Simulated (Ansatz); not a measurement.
System: O vacancy in monoclinic HfO2 with all lengths changed by -1 % (charge state +2). Level of theory: PBE, PAW (plane waves to 420 eV; Ansatz, a program for electronic structure).

Cell of 96 host sites held at the strained lattice (strain from the relaxed PBE one, atoms relaxed); the Γ point alone; Fermi-Dirac width 0.01 eV, spin-restricted; finite-size errors left in. Energies are static. Spin-orbit coupling is left out. The charge state is imposed; whether it is stable for some Fermi level was not computed. Forms of the defect that were not tried may lie lower. The start lies 0.73 eV above the lowest site run (PBE).

Barriers: single points on a 2×2×2 k-point mesh shifted by half a step at the bands' geometries.

Relaxed starting cell (atoms counted from 1):

```yaml
crystal:
  lattice:
    - [10.21982, 0.00000, 0.00000]
    - [0.00000, 10.31978, 0.00000]
    - [-1.77863, 0.00000, 10.44754]
  atoms:
    - { symbol: Hf, position: [0.12873, 0.21942, 0.33863] }
    - { symbol: Hf, position: [0.13697, 0.22830, 0.85227] }
    - { symbol: Hf, position: [0.13800, 0.72865, 0.35243] }
    - { symbol: Hf, position: [0.13839, 0.73120, 0.85636] }
    - { symbol: Hf, position: [0.63941, 0.22798, 0.35320] }
    - { symbol: Hf, position: [0.64380, 0.22776, 0.85760] }
    - { symbol: Hf, position: [0.64321, 0.73115, 0.35189] }
    - { symbol: Hf, position: [0.63775, 0.72848, 0.85395] }
    - { symbol: Hf, position: [0.36326, 0.26966, 0.14570] }
    - { symbol: Hf, position: [0.37206, 0.26396, 0.65874] }
    - { symbol: Hf, position: [0.36256, 0.77048, 0.14434] }
    - { symbol: Hf, position: [0.36058, 0.77156, 0.64552] }
    - { symbol: Hf, position: [0.85798, 0.27168, 0.14434] }
    - { symbol: Hf, position: [0.86077, 0.27002, 0.64579] }
    - { symbol: Hf, position: [0.86245, 0.76985, 0.14482] }
    - { symbol: Hf, position: [0.85758, 0.77316, 0.64642] }
    - { symbol: Hf, position: [0.37344, 0.48722, 0.38834] }
    - { symbol: Hf, position: [0.36102, 0.48047, 0.89614] }
    - { symbol: Hf, position: [0.36451, 0.97663, 0.39310] }
    - { symbol: Hf, position: [0.36288, 0.97878, 0.89477] }
    - { symbol: Hf, position: [0.86071, 0.47804, 0.39612] }
    - { symbol: Hf, position: [0.86211, 0.47966, 0.89651] }
    - { symbol: Hf, position: [0.86072, 0.97754, 0.39493] }
    - { symbol: Hf, position: [0.86204, 0.97805, 0.89607] }
    - { symbol: Hf, position: [0.14091, 0.01706, 0.09989] }
    - { symbol: Hf, position: [0.13609, 0.02244, 0.60174] }
    - { symbol: Hf, position: [0.13839, 0.51990, 0.10423] }
    - { symbol: Hf, position: [0.13099, 0.53094, 0.60942] }
    - { symbol: Hf, position: [0.63855, 0.01977, 0.10271] }
    - { symbol: Hf, position: [0.64001, 0.02021, 0.60357] }
    - { symbol: Hf, position: [0.63777, 0.52126, 0.10403] }
    - { symbol: Hf, position: [0.63784, 0.51984, 0.60509] }
    - { symbol: O, position: [0.03627, 0.07402, 0.41636] }
    - { symbol: O, position: [0.03617, 0.08155, 0.91926] }
    - { symbol: O, position: [0.03847, 0.57666, 0.42165] }
    - { symbol: O, position: [0.03556, 0.58255, 0.92211] }
    - { symbol: O, position: [0.53456, 0.08328, 0.42112] }
    - { symbol: O, position: [0.53738, 0.08011, 0.91867] }
    - { symbol: O, position: [0.54177, 0.58029, 0.41709] }
    - { symbol: O, position: [0.53465, 0.58140, 0.92027] }
    - { symbol: O, position: [0.46183, 0.42127, 0.08103] }
    - { symbol: O, position: [0.44150, 0.41786, 0.57009] }
    - { symbol: O, position: [0.46446, 0.91861, 0.07870] }
    - { symbol: O, position: [0.46079, 0.92402, 0.58047] }
    - { symbol: O, position: [0.96600, 0.41529, 0.07910] }
    - { symbol: O, position: [0.96738, 0.41474, 0.57724] }
    - { symbol: O, position: [0.96619, 0.91543, 0.07804] }
    - { symbol: O, position: [0.96387, 0.91838, 0.58003] }
    - { symbol: O, position: [0.46672, 0.33269, 0.32631] }
    - { symbol: O, position: [0.46722, 0.33072, 0.83589] }
    - { symbol: O, position: [0.46565, 0.83132, 0.33014] }
    - { symbol: O, position: [0.46323, 0.83015, 0.82732] }
    - { symbol: O, position: [0.96603, 0.33078, 0.32960] }
    - { symbol: O, position: [0.96415, 0.33319, 0.82754] }
    - { symbol: O, position: [0.96303, 0.82736, 0.33074] }
    - { symbol: O, position: [0.96249, 0.83117, 0.82883] }
    - { symbol: O, position: [0.03149, 0.16229, 0.16638] }
    - { symbol: O, position: [0.03419, 0.16697, 0.67018] }
    - { symbol: O, position: [0.03580, 0.66575, 0.17158] }
    - { symbol: O, position: [0.03193, 0.66977, 0.67319] }
    - { symbol: O, position: [0.53606, 0.16872, 0.16839] }
    - { symbol: O, position: [0.54200, 0.16911, 0.67307] }
    - { symbol: O, position: [0.53726, 0.66949, 0.17073] }
    - { symbol: O, position: [0.53308, 0.66622, 0.66747] }
    - { symbol: O, position: [0.22208, 0.37075, 0.98986] }
    - { symbol: O, position: [0.22503, 0.87308, 0.48829] }
    - { symbol: O, position: [0.22414, 0.87117, 0.98904] }
    - { symbol: O, position: [0.72156, 0.37080, 0.49095] }
    - { symbol: O, position: [0.72368, 0.37125, 0.99121] }
    - { symbol: O, position: [0.72201, 0.87098, 0.49005] }
    - { symbol: O, position: [0.72295, 0.87027, 0.98957] }
    - { symbol: O, position: [0.27790, 0.12915, 0.00735] }
    - { symbol: O, position: [0.26451, 0.16224, 0.50564] }
    - { symbol: O, position: [0.27676, 0.62906, 0.00969] }
    - { symbol: O, position: [0.27369, 0.62209, 0.50834] }
    - { symbol: O, position: [0.77803, 0.12874, 0.00992] }
    - { symbol: O, position: [0.77752, 0.12820, 0.50883] }
    - { symbol: O, position: [0.77654, 0.62821, 0.00963] }
    - { symbol: O, position: [0.77627, 0.62733, 0.51191] }
    - { symbol: O, position: [0.27679, 0.11743, 0.25579] }
    - { symbol: O, position: [0.27733, 0.11942, 0.75831] }
    - { symbol: O, position: [0.27879, 0.62261, 0.25741] }
    - { symbol: O, position: [0.27444, 0.62347, 0.76105] }
    - { symbol: O, position: [0.77700, 0.12026, 0.25922] }
    - { symbol: O, position: [0.77944, 0.12028, 0.76004] }
    - { symbol: O, position: [0.77834, 0.62007, 0.26042] }
    - { symbol: O, position: [0.77459, 0.61989, 0.75866] }
    - { symbol: O, position: [0.22181, 0.37914, 0.25376] }
    - { symbol: O, position: [0.22343, 0.37898, 0.72820] }
    - { symbol: O, position: [0.22363, 0.87649, 0.23858] }
    - { symbol: O, position: [0.22117, 0.87949, 0.73826] }
    - { symbol: O, position: [0.72396, 0.37875, 0.24049] }
    - { symbol: O, position: [0.72003, 0.37882, 0.73965] }
    - { symbol: O, position: [0.72368, 0.87829, 0.23947] }
    - { symbol: O, position: [0.72066, 0.87848, 0.73947] }
```
Cell charge +2.

End state 1 differs by these moves (Å; atoms that move under 0.08 Å are left out):

```
atom  element     Δx     Δy     Δz
----  -------  -----  -----  -----
1          Hf  -0.01   0.16   0.02
10         Hf  -0.01   0.16   0.02
17         Hf  -0.11  -0.11   0.09
19         Hf   0.05  -0.09  -0.04
26         Hf  -0.11  -0.11   0.09
28         Hf   0.05  -0.09  -0.04
33          O   0.21   0.07   0.13
42          O   0.21   0.07   0.13
53          O  -0.07  -0.01  -0.04
62          O  -0.07  -0.01  -0.04
73          O  -0.27   1.80  -0.13
80          O  -0.03   0.03   0.16
81          O   0.03   0.00  -0.14
88          O   0.03   0.00  -0.14
89          O  -0.03   0.03   0.16
```

### Question
Estimate the forward and backward barriers to end state 1 that PBE, PAW returns for this input.

### Answer
forward 0.36 eV, backward 0.36 eV; at the saddle point atom 73 has neighbours 2 Hf at 1.99 Å. The saddle point's order was not checked, and it lies on a symmetry element of the cell, where a band can be held.
